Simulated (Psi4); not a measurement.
Psi4 1.11, unrestricted BP86/def2-svp: cyclohexanone anion (O=C1CCCCC1), charge -1, multiplicity 2, 17 atoms. The geometry is a generated start, not checked to be a minimum at this level.

```yaml
task: energy
method: bp86
basis: def2-svp
memory: 3 GB
maxiter: 100
keys_of_the_molecule_block: symmetry c1
scf_type: df (default)
e_convergence: 1e-06 (default)
d_convergence: 1e-06 (default)
dft_radial_points: 75 (default)
dft_spherical_points: 302 (default)
basis_functions: 148
grid_points: 355826
```

```xyz
17

O      2.6708     0.4406    -0.0453
C      1.5035     0.2711     0.2063
C      0.5051     1.4030     0.2761
C     -0.7539     1.0932    -0.5395
C     -1.3565    -0.2388    -0.1120
C     -0.3386    -1.3563    -0.3104
C      0.9214    -1.0890     0.5140
H      0.2310     1.5365     1.3259
H      0.9783     2.3210    -0.0746
H     -1.4774     1.8997    -0.4051
H     -0.4928     1.0507    -1.5991
H     -2.2538    -0.4473    -0.6973
H     -1.6475    -0.1895     0.9399
H     -0.7677    -2.3173    -0.0188
H     -0.0698    -1.4175    -1.3671
H      1.6780    -1.8533     0.3288
H      0.6698    -1.1068     1.5782
```

Charge -1 and multiplicity 2 are set for this test and not shown to be the ground state.

With the defaults (diis = true, scf_initial_accelerator = adiis, damping_percentage = 0, guess = auto, which took SAD, diis_start = 1, soscf = false, soscf_start_convergence = 0.01, level_shift = 0, level_shift_cutoff = 0.01, diis_max_vecs = 10) it converges in 11 SCF iterations. One run each on 2 threads, with these changes:
- diis = false, scf_initial_accelerator = none, damping_percentage = 60
- soscf = true, soscf_start_convergence = 0.001
- guess = core
- guess = sap
- diis_start = 4
- guess = huckel
- diis_max_vecs = 3
- diis_max_vecs = 20
- level_shift = 0.5, level_shift_cutoff = 0.001

Q: Which runs fail or end elsewhere than the default run?

A: No convergence: diis = false, scf_initial_accelerator = none, damping_percentage = 60 (the run ends without SCF convergence in 100 iterations). The rest reach the solution of the defaults.

```json
[
 {"setting": "soscf = true, soscf_start_convergence = 0.001", "SCF iterations": "9", "JK calls": "25", "end": "same solution"},
 {"setting": "the defaults", "SCF iterations": "11", "JK calls": "12", "end": "same solution"},
 {"setting": "diis_max_vecs = 20", "SCF iterations": "11", "JK calls": "12", "end": "same solution"},
 {"setting": "guess = sap", "SCF iterations": "13", "JK calls": "13", "end": "same solution"},
 {"setting": "level_shift = 0.5, level_shift_cutoff = 0.001", "SCF iterations": "13", "JK calls": "14", "end": "same solution"},
 {"setting": "guess = huckel", "SCF iterations": "14", "JK calls": "31", "end": "same solution"},
 {"setting": "diis_start = 4", "SCF iterations": "17", "JK calls": "18", "end": "same solution"},
 {"setting": "guess = core", "SCF iterations": "18", "JK calls": "18", "end": "same solution"},
 {"setting": "diis_max_vecs = 3", "SCF iterations": "52", "JK calls": "53", "end": "same solution"},
 {"setting": "diis = false, scf_initial_accelerator = none, damping_percentage = 60", "SCF iterations": "100", "JK calls": "101", "end": "no convergence"}
]
```

An SOSCF iteration holds several JK calls; a Hückel guess adds calls on atoms. 2 further runs of the study ended by our limits or in an error and are left out.
